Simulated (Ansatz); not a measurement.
## A computed series for CdTe: response to strain

Consider CdTe in the zinc blende structure (space group F-43m, No. 216; a = 6.5578 Å). Axes: x, y, z lie along the cube axes.

Strains are applied to the cell and any free atomic positions relax; under biaxial strain the out-of-plane vector relaxes too.

The values are results of DFT with r2SCAN, PAW potentials and a 500 eV plane-wave cutoff in Ansatz (a program for electronic structure), spin-orbit coupling left out, not measurements.

Notes on the quantities. in-plane stress: mean in-plane stress (compression positive).

```json
[
 {"variant": "biaxial strain +0.50 %, plane normal [001], relaxed out of plane", "out-of-plane strain": "…", "in-plane stress": "…", "hole mass": "–"},
 {"variant": "biaxial strain +1.00 %, plane normal [001], relaxed out of plane", "out-of-plane strain": "-1.36 %", "in-plane stress": "-0.4 GPa", "hole mass": "0.090 mₑ out of plane, 0.54 mₑ in plane (at Γ)"},
 {"variant": "biaxial strain +1.50 %, plane normal [001], relaxed out of plane", "out-of-plane strain": "-2.05 %", "in-plane stress": "-0.6 GPa", "hole mass": "0.089 mₑ out of plane, 0.54 mₑ in plane (at Γ)"},
 {"variant": "biaxial strain +2.00 %, plane normal [001], relaxed out of plane", "out-of-plane strain": "-2.74 %", "in-plane stress": "-0.7 GPa", "hole mass": "0.088 mₑ out of plane, 0.54 mₑ in plane (at Γ)"},
 {"variant": "biaxial strain +2.50 %, plane normal [001], relaxed out of plane", "out-of-plane strain": "-3.45 %", "in-plane stress": "-0.9 GPa", "hole mass": "0.088 mₑ out of plane, 0.54 mₑ in plane (at Γ)"},
 {"variant": "biaxial strain +3.00 %, plane normal [001], relaxed out of plane", "out-of-plane strain": "-4.17 %", "in-plane stress": "-1.1 GPa", "hole mass": "0.087 mₑ out of plane, 0.54 mₑ in plane (at Γ)"}
]
```

Problem. What belongs in the blanks?

Solution. 
- biaxial strain +0.50 %, plane normal [001], relaxed out of plane, out-of-plane strain: -0.68 %
- biaxial strain +0.50 %, plane normal [001], relaxed out of plane, in-plane stress: -0.2 GPa

Spin-orbit coupling, missing from the scalar runs, can matter with Te. The levels and masses belong to the bands next to the band gap. Masses are band curvatures over ±0.01 Å⁻¹ around the edge. Stability against distortions was not tested.
